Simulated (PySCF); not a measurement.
PySCF 2.14.0, WB97X/def2-svpd, df: COC(=O)[SiH2]C, 14 atoms. The geometry is a generated start, not checked to be a minimum at this level.

```json
{
 "task": "energy and gradient",
 "method": "wb97x",
 "basis": "def2-svpd",
 "two_electron_scheme": "density fitting",
 "mol.max_memory": "7000 MB",
 "mf.init_guess": "minao (default)",
 "mf.DIIS": "CDIIS (default)",
 "mf.diis_space": "8 (default)",
 "mf.conv_tol": "1e-09 (default)",
 "basis functions (reference run)": "194",
 "grid points (reference run)": "1128592"
}
```

```xyz
14

C      2.8502     0.0925    -0.0976
O      1.5796     0.1616    -0.7479
C      0.5163    -0.0004     0.0902
O      0.5878    -0.1905     1.2974
Si    -1.2113     0.0757    -0.6815
C     -2.5576    -0.1601     0.5725
H      2.9429     0.8891     0.6472
H      2.9909    -0.8897     0.3643
H      3.6263     0.2339    -0.8549
H     -1.3663    -0.9661    -1.7378
H     -1.4297     1.3840    -1.3640
H     -2.5162     0.6144     1.3443
H     -2.4690    -1.1325     1.0665
H     -3.5439    -0.1118     0.1013
```

Yardstick: the run with mf.grids.level = 8, mf.grids.prune = nwchem_prune (default), which is not proven converged either. One run each, on a shared machine, so no times are given.

Settings tried, all else as in the reference:
- mf.grids.level = 3 (default), mf.grids.atom_grid = 50×194
- mf.grids.level = 3 (default), mf.grids.atom_grid = 75×302
- mf.grids.level = 3 (default), mf.grids.atom_grid = 99×590
- mf.grids.level = 3 (default), mf.grids.prune = treutler_prune
- mf.grids.level = 0
- mf.grids.level = 3 (default), no pruning
- mf.grids.level = 5
- mf.grids.level = 1
- mf.grids.level = 4
- mf.grids.level = 6
- mf.grids.level = 3 (default)
- mf.grids.level = 2
- mf.grids.level = 3 (default), mf.grids.atom_grid = 35×110

Which settings reproduce the reference to 0.10 meV/atom in energy, 1.0 meV/Å in forces (largest component)?

Within it: mf.grids.level = 6. Outside: mf.grids.level = 5; mf.grids.level = 3 (default); mf.grids.level = 3 (default), no pruning; mf.grids.level = 3 (default), mf.grids.atom_grid = 99×590; mf.grids.level = 4; mf.grids.level = 3 (default), mf.grids.atom_grid = 75×302; mf.grids.level = 2; mf.grids.level = 3 (default), mf.grids.prune = treutler_prune; mf.grids.level = 3 (default), mf.grids.atom_grid = 50×194; mf.grids.level = 1; mf.grids.level = 3 (default), mf.grids.atom_grid = 35×110; mf.grids.level = 0.

```tsv
setting	grid points	energy against the reference	difference in forces (largest component)
the reference	1128592	—	—
mf.grids.level = 6	655464	+0.0012 meV/atom	0.48 meV/Å
mf.grids.level = 5	446768	+0.0048 meV/atom	2.3 meV/Å
mf.grids.level = 3 (default)	168168	−0.033 meV/atom	4.1 meV/Å
mf.grids.level = 3 (default), no pruning	268776	−0.031 meV/atom	4.3 meV/Å
mf.grids.level = 3 (default), mf.grids.atom_grid = 99×590	452104	−0.012 meV/atom	4.4 meV/Å
mf.grids.level = 4	296928	−0.014 meV/atom	5.5 meV/Å
mf.grids.level = 3 (default), mf.grids.atom_grid = 75×302	203088	−0.013 meV/atom	6.5 meV/Å
mf.grids.level = 2	110944	−0.0025 meV/atom	9.0 meV/Å
mf.grids.level = 3 (default), mf.grids.prune = treutler_prune	146352	−0.15 meV/atom	16 meV/Å
mf.grids.level = 3 (default), mf.grids.atom_grid = 50×194	92192	+0.14 meV/atom	39 meV/Å
mf.grids.level = 1	52088	−0.26 meV/atom	56 meV/Å
mf.grids.level = 3 (default), mf.grids.atom_grid = 35×110	40272	−2.1 meV/atom	120 meV/Å
mf.grids.level = 0	12016	+180 meV/atom	180 meV/Å
```

Total energies are compared; such shifts often cancel in part in energy differences. The gradients leave out the derivatives of the grid weights. The tolerance is a choice made for this comparison.
